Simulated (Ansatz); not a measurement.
A self-consistent single point of ScOs₃ (I4/mmm, 4 atoms in the cell) with Ansatz (a program for electronic structure)

Method of the run: revPBE, default PAW files made with PBE (plane waves; Ansatz).

Input as run:

Ansatz 0.2 input:
```yaml
# ScOs3
crystal:
  lattice:
    - [-1.947430, 1.947430, 4.337791]
    - [1.947430, -1.947430, 4.337791]
    - [1.947430, 1.947430, -4.337791]
  atoms:
    - { symbol: Os, position: [0.500000, 0.500000, 0.000000] }
    - { symbol: Os, position: [0.750000, 0.250000, 0.500000] }
    - { symbol: Os, position: [0.250000, 0.750000, 0.500000] }
    - { symbol: Sc, position: [0.000000, 0.000000, 0.000000] }
basis:
  ecutwfc: 420.0
kpoints:
  mp_grid: { grid: [13, 13, 13] }
hamiltonian:
  xc: revpbe
  pseudopotentials: { kind: paw }
scf:
  occupations: { method: methfessel_paxton, width: 0.136 }
output:
  forces: true
  eigenvalues: true
  stress: true
```

Output (repeated stretches shortened):

```
WARN ansatz: RAYON_NUM_THREADS=1 ignored (pool sized by the plan → 1); use --threads N
Pseudopotentials: kind: paw
Pseudopotential: Os, paw, valence charge 16
Pseudopotential: Sc, paw, valence charge 11
Crystal: 4 atoms, lattice volume = 65.804 Å³
Basis set: ecut = 420 eV, 1315 PW (Γ), exchange–correlation on 72×72×72 points (8 copies of the dense FFT grid, shifted against one another)
Bands: 36, of which v1, the nominal top of the filled ones, is band 30 counted from 1 (29 counted from 0)
Symmetry: 16 space group operations
Space group: I4/mmm (ITA 139), of the structure as read, at distance tolerance 4.0e-5 Å
k-points: 196 of 2197
PAW frozen core: Os, regenerated for the run's functional, and the local potential with it
PAW frozen core: Sc, regenerated for the run's functional, and the local potential with it
Initial density: superposition of atomic densities (neutral atoms: chi_scale 0, normalization atom), corrected by the library's trained network
Initial wavefunctions: pseudopotential atomic-orbital guess
Eigensolver: davidson
Functional: x = revpbe(κ = 1.245, μ = 0.2195149727645171), c = pbe(β = 0.06672455060314922)
SCF iter   1: F=—  HF=-36319.951138 eV  |F-HF|=—  |Δ(HF+E_count)|=         —  Δρ=1.22e-2  dr2=1.89e-1  ethr=1.77e-3  ⟨swp⟩=3.7  Hψ=21646  notcnv=0
all-band conjugate gradients solve this SCF's bands
preconditioner: auto → Kerker (q_TF=auto, 2.679 Å⁻¹)
SCF iter   2: F=—  HF=-36319.940475 eV  |F-HF|=—  |Δ(HF+E_count)|=   1.07e-2  S|Δr|=    0.00e0  Δρ=6.54e-3  dr2=5.72e-2  ethr=3.20e-4  ⟨swp⟩=1.0  Hψ=8624  notcnv=0
SCF iter   3: F=—  HF=-36319.935071 eV  |F-HF|=—  |Δ(HF+E_count)|=   5.40e-3  S|Δr|=    0.00e0  Δρ=8.27e-4  dr2=4.62e-4  ethr=9.70e-5  ⟨swp⟩=1.8  Hψ=7366  notcnv=0
SCF iter   4: F=—  HF=-36319.935023 eV  |F-HF|=—  |Δ(HF+E_count)|=   4.72e-5  S|Δr|=    0.00e0  Δρ=1.71e-4  dr2=3.07e-5  ethr=7.83e-7  ⟨swp⟩=2.0  Hψ=10059  notcnv=0
SCF iter   5: F=—  HF=-36319.935023 eV  |F-HF|=—  |Δ(HF+E_count)|=   7.51e-7  S|Δr|=    0.00e0  Δρ=4.70e-5  dr2=1.52e-6  ethr=5.20e-8  ⟨swp⟩=2.4  Hψ=10072  notcnv=0
SCF iter   6: F=-36319.935022 eV  HF=-36319.935022 eV  |F-HF|=1.60e-8  |Δ(HF+E_count)|=   1.14e-7  S|Δr|=    0.00e0  Δρ=1.17e-5  dr2=9.30e-8  ethr=1.69e-10  ⟨swp⟩=6.8  Hψ=26605  notcnv=0
SCF 1 converged in 6 iterations: F = -36319.935022 eV  dr2 = 9.30e-8
SCF converged after 6 iterations
Stability not checked (fill_not_monotonic)
Free energy (F): -36319.935022 eV
Harris-Foulkes:  -36319.935022 eV  (|F-HF|=1.60e-8)
Internal energy: -36319.940386 eV  (E = F + TS)
E sigma→0 (E₀):  -36319.936363 eV
Entropy (-TS):   0.005364 eV (1.341 meV/atom)
Fermi energy:    19.398879 eV
--- Per-component energies (eV) ---
  E_band       = -515.890123
  E_kinetic    = 1944.039908
  E_local      = -3634.833963  (includes V_loc(G=0)·N_el)
  E_nonlocal   = 72.276753
  E_hartree    = 1410.371335
  E_xc         = -902.654364
  E_vxc        = -977.539884  (∫ρ·V_xc dr)
  E_paw        = -28020.139054  (= ΣΔE_a)
  E_vpaw       = -740.575558  (= ΣTr[D̂ρ^β])
  E_aug_tail   = -0.000207  (compensation charges beyond the density's cutoff)
  E_ewald      = -7188.910407
  E_core_change = -0.090388  (= ΣΔE_core)
  E_smearing   = 0.005364  (= −TS)
  E_closure    = 0.000000  (closes the sum)
  Σ components = -36319.935022   (vs F -36319.935022, Δ=0.00e0)
--- Forces (eV/Å), atoms counted from 1 ---
  atom   1  Os     0.00000000     0.00000000    -0.00000000
   [... zero for the other atoms too ...]
  max |Σ_I F_I| component: 1.04e-17 eV/Å
--- Stress (GPa, compression-positive) ---
       -8.294442      -0.000000      -0.000000
       -0.000000      -8.294442       0.000000
        0.000000       0.000000     -16.536344
  P = ⅓ Tr σ = -11.0417 GPa (-110.417 kbar)
  The stress holds the Pulay correction. Without it, at fixed plane waves, as pw.x and ABINIT print it: P = -11.1065 GPa
--- Band table (eV; the first three rows and the last of 196) ---
  k-point 0: bands = ["-66.4641", "-66.4114", "-66.1261", "-29.0357", "-26.0753", "-26.0753", "-25.9753", "-25.7632", "-25.6734", "-25.6734", "-25.5518", "-25.4851", "-25.4851", "-7.7011", "-7.6542", "-7.6542", "10.9362", "14.1943", "14.7105", [...]
  k-point 1: bands = ["-66.4626", "-66.4129", "-66.1261", "-29.0364", "-26.0826", "-26.0496", "-25.9658", "-25.7709", "-25.6982", "-25.6694", "-25.5543", "-25.4870", "-25.4823", "-7.7012", "-7.6616", "-7.6557", "11.1022", "14.3222", "14.8362", [...]
  k-point 2: bands = ["-66.4583", "-66.4170", "-66.1262", "-29.0378", "-26.1001", "-25.9782", "-25.9414", "-25.7903", "-25.7690", "-25.6594", "-25.5620", "-25.4904", "-25.4752", "-7.7015", "-7.6786", "-7.6600", "11.5757", "14.6302", "15.2055", [...]
  k-point 195: bands = ["-66.4625", "-66.4122", "-66.1269", "-29.0418", "-26.0833", "-26.0831", "-25.8524", "-25.7627", "-25.6916", "-25.6622", "-25.6418", "-25.4877", "-25.4869", "-7.7180", "-7.6543", "-7.6518", "12.7405", "13.7586", "14.3918", [...]
```

The run converged in 6 iterations.

The starting cell was generated: these elements placed on a structure prototype, without a prior relaxation; it need not be a known phase or ordering of this composition. Its lattice was rescaled by a random factor within 2.5 % of one. Spin-orbit coupling is off. Spin polarisation is off. With a pressure of about -11 GPa the cell is away from its equilibrium volume at this level. Ansatz's pressure includes its estimate of the finite-basis (Pulay) stress.
